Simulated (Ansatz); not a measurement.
Consider the formation energy of SrO (rock salt, Fm-3m) from the elements. Reaction: Sr (fcc) + 1/2 O2 (gas) → SrO (rock salt). A negative value means that the right-hand side lies lower. The value is per atom of the solid.

SrO (rock salt, Fm-3m), 2 atoms in the cell, k-point mesh 12×12×12 on the run's own vectors.
```
SrO
1.0
    0.00000     2.59715     2.59715
    2.59715     0.00000     2.59715
    2.59715     2.59715     0.00000
Sr O
1 1
Cartesian
  0.00000   0.00000   0.00000
  2.59715   2.59715   2.59715
```

Sr (fcc, Fm-3m), 1 atom in the cell, k-point mesh 18×18×18 on the run's own vectors. Conventional cell: a = 6.0386 Å, b = 6.0386 Å, c = 6.0386 Å, α = 90.00°, β = 90.00°, γ = 90.00°.

An isolated O2 molecule (triplet) in a box of 11 × 11 × 13 Å.

All numbers come from Ansatz (a first-principles code), plane waves with PAW, its default PAW set, cutoff 420 eV, 500 eV for r2SCAN. The structures are at rest with PBE; other levels are single points on them, but for the rows marked own geometry. HSE06 runs on coarser k-point meshes, mended by the PBE difference between the two meshes. Some cells are metallic or hold partly filled levels, where a hybrid on a coarse mesh is less sure. Neutral cells; Fermi-Dirac smearing of at most 0.10 eV in the solids, energies taken to zero width. The lattices are those relaxed with PBE, so at other levels the solids can be strained, which adds to the spread. A dispersion term (D3(BJ), or D4 for r2SCAN) was computed beside these levels and is taken off wherever the name lacks it. Static lattices, no vibrational contributions.

What is the computed value (PBE)?

-2.72 eV/atom, for Sr (fcc) + 1/2 O2 (gas) → SrO (rock salt).

What do the other levels give, and how wide is the spread?


| Functional | value (eV/atom) | less PBE |
|---|---|---|
| PBE+D3(BJ) | -2.86 | -0.14 |
| r2SCAN+D4 | -3.02 | -0.30 |
| HSE06+D3(BJ) | -2.96 | -0.24 |
| r2SCAN (own geometry) | -2.98 | -0.26 |

The levels span 0.30 eV/atom, from r2SCAN+D4 (-3.02) to PBE (-2.72).
